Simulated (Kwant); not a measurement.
Model system: wire with one Gaussian impurity in a CdTe two-dimensional gas. Effective mass 0.096 mₑ, grid spacing 2 nm, hard walls, nominal width 40 nm (19 grid rows, so walls 40 nm apart), one parabolic valley, scattering region 120 nm long along x; energies count from the band bottom; Fermi energy swept from 0.0019585 to 0.041618 eV. Impurity U exp(−r²/2σ²), U = -0.049 eV, σ = 1.6 nm, 0 nm off the axis.

The device is made up for the run: typed textbook-type constants, with dimensions and the other settings drawn at random.

Model: effective-mass tight-binding model on a square grid, one spin, coherent transport at 0 K (Kwant). Conductance is in e²/h.

Question: How many channels do the leads carry at E = 17.0, 28.3, 34.6 meV?

Answer: The hard-wall thresholds are n² ħ²π²/(2mW²) = n² × 2.45 meV with W = 40 nm. √(17.0/2.45) = 2.63, so 2. √(28.3/2.45) = 3.40, so 3. √(34.6/2.45) = 3.76, so 3.
